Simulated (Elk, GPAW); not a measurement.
An Elk input for a self-consistent single point of SrPd2 (Fd-3m, 6 atoms in the cell) (DFT, PBEsol, all-electron FP-LAPW, Elk's shipped species files, APW+lo basis with extra local orbitals):

```
tasks
  0

xctype
  22

rgkmax
  8.0

gmaxvr
  14.0

nxlo
  2

lorbcnd
  .true.

lmaxi
  2

stype
  0

swidth
  0.00499791

scale
  10.30750597

avec
    0.0000000000    0.7071067812    0.7071067812
    0.7071067812    0.0000000000    0.7071067812
    0.7071067812    0.7071067812    0.0000000000

atoms
  2   : nspecies
  'Sr.in'   : spfname
  2   : natoms; atposl, bfcmt below
  0.7500000000  0.7500000000  0.7500000000    0.0 0.0 0.0
  0.5000000000  0.5000000000  0.5000000000    0.0 0.0 0.0
  'Pd.in'   : spfname
  4   : natoms; atposl, bfcmt below
  0.1250000000  0.6250000000  0.1250000000    0.0 0.0 0.0
  0.1250000000  0.1250000000  0.1250000000    0.0 0.0 0.0
  0.6250000000  0.1250000000  0.1250000000    0.0 0.0 0.0
  0.1250000000  0.1250000000  0.6250000000    0.0 0.0 0.0

ngridk
  7 7 7
```

Q: Give the GPAW input for the same structure, mesh, smearing and functional.

A: This is the input that was run; spellings and numerical settings could be chosen otherwise.

```python
from ase import Atoms
from ase.units import GPa
from gpaw import GPAW, PW

atoms = Atoms(['Sr', 'Sr', 'Pd', 'Pd', 'Pd', 'Pd'],
              cell=[[0.000000, 3.856912, 3.856912],
                    [3.856912, 0.000000, 3.856912],
                    [3.856912, 3.856912, 0.000000]],
              positions=[[5.785368, 5.785368, 5.785368],
                         [3.856912, 3.856912, 3.856912],
                         [2.892684, 0.964228, 2.892684],
                         [0.964228, 0.964228, 0.964228],
                         [0.964228, 2.892684, 2.892684],
                         [2.892684, 2.892684, 0.964228]],
              pbc=True)

calc = GPAW(mode=PW(600),
            xc='PBEsol',
            kpts=(7, 7, 7),
            occupations={'name': 'methfessel-paxton', 'width': 0.136, 'order': 0},
            nbands=-12,
            convergence={'forces': 0.001},
            symmetry={'symmorphic': False, 'tolerance': 0.0005},
            maxiter=120)

atoms.calc = calc

energy = atoms.get_potential_energy()
print('Energy (eV):', round(energy, 6))
forces = atoms.get_forces()
print('Forces (eV/Ang):')
print(forces.round(5))
stress = atoms.get_stress()
print('Stress (GPa, Voigt):', (stress / GPa).round(4))
```

Basis, cutoffs, solver keys and any potentials are the target program's own. This input uses DFT PBEsol, plane waves, GPAW PAW datasets PBEsol (made by gpaw-setup).

The starting cell comes from a database of computed structures (which also holds hypothetical and non-ambient phases and stackings), without a prior relaxation at this level. For this run, on top of that: lattice scaled by 0.98.
